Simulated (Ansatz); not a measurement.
Take Au in the fcc (Cu type) structure (space group Fm-3m, No. 225; a = 4.083 Å; relaxed with 0.1 eV smearing) as the base. Axes: x, y, z lie along the cube axes.

Method: plane-wave PAW DFT at the PBEsol level (Ansatz, a program for electronic structure, 420 eV), no spin-orbit coupling.

It is then changed as follows: uniaxial strain ε_zz = −3.00 %, all other strain components held at zero; the atoms relax in the strained cell.

Q: Predict the stress tensor and what it implies for the stiffness.

A: Stress of the strained cell less that of the base (GPa, compression positive):
```
    5.5     0.0     0.0
    0.0     5.5     0.0
    0.0     0.0     6.4
```

Then −Δσ_ii/ε with ε = -0.0300 gives secant stiffness values (nonlinear terms included at this strain): C33 ≈ 215 GPa, C13 ≈ 185 GPa and C23 ≈ 185 GPa.

As a check, the harmonic strain energy −½ V₀ Δσ:ε is 10 meV/atom; the computed energy rise is 10 meV/atom.

No phonon test of stability was made.
